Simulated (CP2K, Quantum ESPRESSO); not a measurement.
A Quantum ESPRESSO input for a self-consistent single point of NaLiZnS2 (P3m1, 5 atoms in the cell) (DFT, LDA (PZ), plane waves, GBRV 1.5 ultrasoft (LDA) pseudopotentials):

```fortran
&control
   calculation = 'scf'
   prefix = 'nalizns2'
   outdir = './work'
   pseudo_dir = './'
   tprnfor = .true.
   tstress = .true.
/
&system
   ibrav = 0
   nat = 5
   ntyp = 4
   ecutwfc = 50
   ecutrho = 250
   occupations = 'fixed'
   nbnd = 26
/
&electrons
   conv_thr = 1.0d-10
   mixing_beta = 0.4
/
ATOMIC_SPECIES
Na    22.9898  na_lda_v1.5.uspp.F.UPF
Li     6.9400  li_lda_v1.4.uspp.F.UPF
Zn    65.3800  zn_lda_v1.uspp.F.UPF
S     32.0600  s_lda_v1.4.uspp.F.UPF
ATOMIC_POSITIONS alat
Na    0.0000000000    0.0000000000    0.0448290380
Li    0.0000000000    0.5773502692    0.6111726455
Zn    0.5000000000    0.2886751346    1.0481186742
S     0.0000000000    0.5773502692    1.2574922164
S     0.5000000000    0.2886751346    0.4656667732
K_POINTS automatic
10 10 5  0 0 0
CELL_PARAMETERS angstrom
   3.9820599311     0.0000000000     0.0000000000
  -1.9910299655     3.4485650597     0.0000000000
   0.0000000000     0.0000000000     6.8238500000
```

Task: Write the same calculation as an input for CP2K.

Result: This is the input that was run; spellings and numerical settings could be chosen otherwise.

```
&GLOBAL
  PROJECT calc
  RUN_TYPE ENERGY_FORCE
  PRINT_LEVEL LOW
&END GLOBAL
&FORCE_EVAL
  METHOD Quickstep
  STRESS_TENSOR ANALYTICAL
  &DFT
    BASIS_SET_FILE_NAME BASIS_MOLOPT_UZH
    POTENTIAL_FILE_NAME POTENTIAL_UZH
    &QS
      METHOD GPW
      EPS_DEFAULT 1E-10
    &END QS
    &MGRID
      CUTOFF 1000
      REL_CUTOFF 60
      NGRIDS 5
    &END MGRID
    &SCF
      SCF_GUESS ATOMIC
      EPS_SCF 1E-6
      MAX_SCF 100
      ADDED_MOS 7
      &DIAGONALIZATION
        ALGORITHM STANDARD
      &END DIAGONALIZATION
      &MIXING
        METHOD BROYDEN_MIXING
        ALPHA 0.3
        NBUFFER 12
        BETA 1.5
      &END MIXING
    &END SCF
    &KPOINTS
      SCHEME MACDONALD 10 10 5 0.05 0.05 0
    &END KPOINTS
    &XC
      &XC_FUNCTIONAL PADE
      &END XC_FUNCTIONAL
    &END XC
    &PRINT
      &MO
        EIGENVALUES T
        OCCUPATION_NUMBERS T
        NDIGITS 8
        FILENAME mo
        &EACH
          QS_SCF 0
        &END EACH
        ADD_LAST NUMERIC
      &END MO
      &MULLIKEN OFF
      &END MULLIKEN
    &END PRINT
  &END DFT
  &SUBSYS
    &CELL
      A 3.98206000 0.00000000 0.00000000
      B -1.99103000 3.44856500 0.00000000
      C 0.00000000 0.00000000 6.82385000
      PERIODIC XYZ
    &END CELL
    &COORD
      SCALED
      Na       0.00000000     0.00000000     0.02616000
      Li       0.33333300     0.66666700     0.35665000
      Zn       0.66666700     0.33333300     0.61163000
      S        0.33333300     0.66666700     0.73381000
      S        0.66666700     0.33333300     0.27174000
    &END COORD
    &KIND Na
      BASIS_SET DZVP-MOLOPT-PBE-GTH-q9
      POTENTIAL GTH-PBE-q9
    &END KIND
    &KIND Li
      BASIS_SET DZVP-MOLOPT-PBE-GTH-q3
      POTENTIAL GTH-PBE-q3
    &END KIND
    &KIND Zn
      BASIS_SET DZVP-MOLOPT-PBE-GTH-q12
      POTENTIAL GTH-PBE-q12
    &END KIND
    &KIND S
      BASIS_SET DZVP-MOLOPT-PBE-GTH-q6
      POTENTIAL GTH-PBE-q6
    &END KIND
  &END SUBSYS
  &PRINT
    &FORCES ON
    &END FORCES
    &STRESS_TENSOR ON
    &END STRESS_TENSOR
  &END PRINT
&END FORCE_EVAL
```

Basis, cutoffs, solver keys and any potentials are the target program's own. This input uses DFT LDA (Pade form), GPW, DZVP-MOLOPT-PBE-GTH basis, GTH-PBE potentials (POTENTIAL_UZH). LDA parametrisations can differ slightly between programs.

The starting cell comes from a database of computed structures (which also holds hypothetical and non-ambient phases and stackings), without a prior relaxation at this level.
